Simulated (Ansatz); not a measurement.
## Ti in the hcp (Mg type) structure (space group P6_3/mmc, No. 194)

```cif
data_Ti2
_chemical_formula_sum 'Ti2'
_space_group_name_H-M_alt 'P63/mmc'
_space_group_IT_number 194
_space_group_name_Hall '-P 6c 2c'
_cell_length_a 2.93590
_cell_length_b 2.93590
_cell_length_c 4.63646
_cell_angle_alpha 90.000
_cell_angle_beta 90.000
_cell_angle_gamma 120.000
loop_
_atom_site_label
_atom_site_type_symbol
_atom_site_symmetry_multiplicity
_atom_site_Wyckoff_symbol
_atom_site_fract_x
_atom_site_fract_y
_atom_site_fract_z
_atom_site_occupancy
Ti1 Ti 2 c 0.33333 0.66667 0.25000 1
```

All numbers come from Ansatz (a quantum-chemistry and plane-wave program), r2SCAN, PAW, cutoff 500 eV, no spin-orbit coupling. Settings: 18×18×10 k-points, 0.05 eV Fermi–Dirac smearing.

| Property | Value |
|---|---|
| Volume per atom | 17.30 Å³ |
| Density | 4.59 g/cm³ |
| Band gap | zero |
| Total energy | -2504.370 eV/atom (σ→0; compares only within this code and set-up) |

Stability against distortions was not tested. All final runs are without spin polarisation.
